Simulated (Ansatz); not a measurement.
Base system: TiO2 in the rutile structure (space group P4_2/mnm, No. 136).

TiO2 has the tetragonal space group P4₂/mnm (No. 136), the rutile structure, Pearson symbol tP6. Lattice parameters: a = b = 4.592 Å, c = 2.939 Å, α = β = γ = 90.00°. Ti on 2a has 6 O at 1.942–1.977 Å (octahedral). O on 4f sees 3 Ti at 1.942–1.977 Å (trigonal planar). (Neighbours: up to the widest gap in distance over summed covalent radii, below 1.35, at either atom; cation-cation and far metal-metal contacts left out.)

Levels (all Ansatz, a quantum-chemistry and plane-wave program, PAW, earlier PAW set): PBEsol (420 eV, no spin-orbit coupling); HSE06 (420 eV, without spin-orbit coupling).

Its gap is 1.87 eV with PBEsol and 3.40 eV with HSE06.

It is then changed as follows: every Ti is replaced by Sn; the structure is relaxed again.

With PBEsol the gap becomes 0.92 eV.

Problem. If the HSE06 correction stayed the same, what would the HSE06 gap be, and what does the HSE06 run give?

Solution. A rigid correction of +1.53 eV gives 2.45 eV. The HSE06 run gives 2.76 eV, so the correction itself changes by +0.31 eV.

Single points use the geometry relaxed with PBEsol. Whether these cells are dynamically stable was not tested. All final runs are without spin polarisation.
